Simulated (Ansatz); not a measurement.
Consider Ta2O5 (space group C2, No. 5; a = 5.924 Å, b = 5.076 Å, c = 5.749 Å, α = γ = 90.00°, β = 117.45°; a cell from a computed database, its experimental status unchecked).

The change: a hydrostatic pressure of 0.7 GPa.

Levels (all Ansatz, an electronic-structure program, PAW): PBEsol (420 eV, no spin-orbit coupling); HSE06 (420 eV, no spin-orbit coupling).

The geometry is relaxed with PBEsol.

```
Item               Value
---------------  -------
PBEsol band gap  2.39 eV
```

Problem. What does HSE06 give at this geometry for the band gap?

Solution. The band gap increases by 1.40 eV, from 2.39 eV to 3.79 eV.

Single points use the geometry relaxed with PBEsol. The hybrid gap comes from the SCF mesh plus the semilocal run's edge points and a few special points and is an upper bound. Spin-orbit coupling, missing from the scalar runs, can matter with Ta. Load acts through the strain it causes; cell and atoms are relaxed under it. No phonon test of stability was made.
